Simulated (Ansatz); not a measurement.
For SrScHO2 (model structure, started from the SrVO2H type, P4/mmm, No. 123, 5 atoms in the cell), PBEsol in Ansatz (plane waves, PAW) gives:

| Quantity | Result |
|---|---|
| lattice parameter a | 4.087 Å |
| lattice parameter c | 3.817 Å |
| bulk modulus | 111 GPa |
| cohesive energy | 5.60 eV/atom |
| band gap | 2.22 eV |

Q: What does r²SCAN (PAW; Ansatz, a quantum-chemistry and plane-wave program) give for the same quantities?

A: 
- lattice constant a: 4.111 Å (goes up by 0.6 %)
- lattice parameter c: 3.837 Å (increases by 0.5 %)
- bulk modulus: 113 GPa (stays essentially unchanged)
- cohesive energy: 5.44 eV/atom (falls by 0.16 eV/atom)
- band gap: 2.89 eV (rises by 0.67 eV)

Changes are worked out from the printed values.

Unless a cell is named, each level is at its own relaxed cell (PBEsol 12.75, r²SCAN 12.97 Å³/atom).

Spin–orbit coupling is included only where a level's name says +SOC; with heavier elements it mostly lowers gaps and can invert bands. Density-functional gaps are differences of (generalised) Kohn–Sham levels.

Caveats: the bulk modulus is −V dP/dV from two relaxed cells at ±2 % in volume (PBEsol, r²SCAN). Ansatz's density-functional and Hartree–Fock values are scalar-relativistic unless marked +SOC, with PAW data made under PBE.

A model structure was made by putting elements into a prototype or built by hand; it is no filed structure, need not be a known phase, and can be a saddle point held by its symmetry.
